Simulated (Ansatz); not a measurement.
Ansatz (a program for electronic structure) run on AgO (P2_1/c, 8 atoms in the cell): zone-centre phonon calculation.

Method: LDA (PW92), default PAW files made with PBE (plane waves; Ansatz).

```yaml
crystal:
  lattice:
    - [5.77984, 0.00000, 0.00000]
    - [0.00000, 3.51371, 0.00000]
    - [-1.64077, 0.00000, 5.26776]
  atoms:
    - { symbol: Ag, position: [0.00000, 0.50000, 0.50000] }
    - { symbol: Ag, position: [0.00000, 0.00000, 0.00000] }
    - { symbol: Ag, position: [0.50000, 0.50000, 0.00000] }
    - { symbol: Ag, position: [0.50000, 0.00000, 0.50000] }
    - { symbol: O, position: [0.70759, 0.16593, 0.28024] }
    - { symbol: O, position: [0.29241, 0.83407, 0.71976] }
    - { symbol: O, position: [0.29241, 0.66593, 0.21976] }
    - { symbol: O, position: [0.70759, 0.33407, 0.78024] }
```

Reference input (self-consistent single point, DFT, LDA (PW92), plane waves, default PAW files made with PBE): basis.ecutwfc = 420 eV; kpoints.mp_grid.grid = 5 7 5; hamiltonian.xc = lda; hamiltonian.pseudopotentials = {kind: paw} (the program's default PAW files); scf.occupations.method = fermi_dirac; scf.occupations.width = 0.1 eV. This run's input differs from it in these lines:

```diff
@@ -28,6 +28,4 @@
     width: 0.1
-output:
-  forces: true
-  eigenvalues: true
-  stress: true
+phonons:
+  method: dfpt
```

Output, abridged:

```
SCF iter   1: F=—  HF=-32044.177506 eV  |F-HF|=—  |Δ(HF+E_count)|=         —  Δρ=2.08e-2  dr2=4.15e-1  ethr=1.77e-3  ⟨swp⟩=5.4  Hψ=16752  notcnv=0  defer=193
all-band conjugate gradients solve this SCF's bands
preconditioner: auto → Kerker (q_TF=auto, 2.698 Å⁻¹)
SCF iter   2: F=—  HF=-32044.084719 eV  |F-HF|=—  |Δ(HF+E_count)|=   9.28e-2  Δρ=8.98e-3  dr2=9.43e-2  ethr=4.15e-4  ⟨swp⟩=3.0  Hψ=9176  notcnv=0  defer=241
   [... lines left out ...]
SCF iter   9: F=—  HF=-32044.057333 eV  |F-HF|=—  |Δ(HF+E_count)|=   1.39e-8  Δρ=4.10e-6  dr2=1.95e-8  ethr=1.05e-10  ⟨swp⟩=2.0  Hψ=8555  notcnv=0  defer=241
SCF iter  10: F=—  HF=-32044.057333 eV  |F-HF|=—  |Δ(HF+E_count)|=   2.63e-9  Δρ=1.09e-6  dr2=1.18e-9  ethr=1.95e-11  ⟨swp⟩=2.9  Hψ=9423  notcnv=0  defer=241
SCF iter  11: F=—  HF=-32044.057333 eV  |F-HF|=—  |Δ(HF+E_count)|=  1.31e-10  Δρ=2.39e-7  dr2=7.13e-11  ethr=1.18e-12  ⟨swp⟩=2.1  Hψ=8132  notcnv=0  defer=241
SCF iter  12: F=-32044.057333 eV  HF=-32044.057333 eV  |F-HF|=7.28e-12  |Δ(HF+E_count)|=    0.00e0  Δρ=6.65e-8  dr2=4.89e-12  ethr=1.00e-12  ⟨swp⟩=10.2  Hψ=24378  notcnv=0
SCF 1 converged in 12 iterations: F = -32044.057333 eV  dr2 = 4.89e-12
DFPT response loops at Γ: preconditioner auto → Kerker (q_TF=auto, 2.698 Å⁻¹) (partly filled bands, converged f_vac=0.000) …
Free energy (F): -32044.057333 eV
Internal energy: -32044.015222 eV  (E = F + TS)
E sigma→0 (E₀):  -32044.036278 eV
Entropy (-TS):   -0.042112 eV (-5.264 meV/atom)
Fermi energy:    11.568838 eV
--- Phonons (Γ-DFPT): 9 representative perturbations + reference, on 88 of 175 k-points (Σ response iterations 36) ---
   [... lines left out ...]
  ASR residual per site (eV/Å²): 3.04e-5 3.04e-5 1.68e-4 1.68e-4 5.74e-5 5.74e-5 5.74e-5 5.74e-5
  Γ frequencies (cm⁻¹): 0.00 0.00 0.00 52.65 64.96 71.86 80.62 128.68 143.39 158.24 196.28 212.03 244.51 285.37 360.95 366.51 379.84 398.73 438.12 448.63 488.35 515.55 528.15 530.79
  non-analytic LO–TO correction: not included (Born effective charges unavailable; polar crystals: no LO–TO splitting at Γ)
```

The run converged in 12 iterations. 

Summary of the result:
| Item | Result |
|---|---|
| Free energy E − TS (on the zero of these files) | -32044.0573 eV |
| Zone-centre frequencies (cm⁻¹; negative means imaginary) | 0, 0, 0, 53, 65, 72, 81, 129, 143, 158, 196, 212, 245, 285, 361, 367, 380, 399, 438, 449, 488, 516, 528, 531 |

The starting cell comes from a database of computed structures (which also holds hypothetical and non-ambient phases and stackings), without a prior relaxation at this level. Its lattice was rescaled by up to half a per cent.

Cost on one core of a shared machine: roughly 10 min.

Keys are those of Ansatz 0.2.
